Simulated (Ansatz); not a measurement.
Take ZnSe in the zinc blende structure (space group F-43m, No. 216) as the base.

ZnSe is taken in the cubic space group F-43m (No. 216), the zinc blende structure, Pearson symbol cF8. Conventional cell: a = b = c = 5.5675 Å, α = β = γ = 90.00°. Zn on 4a is coordinated by 4 Se at 2.411 Å (tetrahedral). Se on 4d sees 4 Zn at 2.411 Å (tetrahedral). (Neighbours: up to the widest gap in distance over summed covalent radii, below 1.35, at either atom; cation-cation and far metal-metal contacts left out.)
(The calculation used a cell of 2 atoms; values per cell refer to that cell.)

Method: LDA/PAW in Ansatz (a program for electronic structure), no spin-orbit coupling.

Before the change:

```
Property                 Value
-------------  ---------------
Electron mass  0.090 mₑ (at Γ)
```

One thing is altered: an isotropic linear strain of −3.00 %; the atoms relax in the strained cell.

Problem. What does the calculation give for the electron mass after the change?

Solution. The electron mass changes from 0.090 mₑ (at Γ) to 0.11 mₑ (at Γ).

Problem. How does this affect the energy relative to the base?

Solution. The energy rises by 44 meV/atom.

Problem. Estimate the effect on the mean gap deformation potential ΔEg/Δln V.

Solution. The mean gap deformation potential ΔEg/Δln V is -4.3 eV.

Effective masses come from finite differences of ±0.01 Å⁻¹. Whether these cells are dynamically stable was not tested.
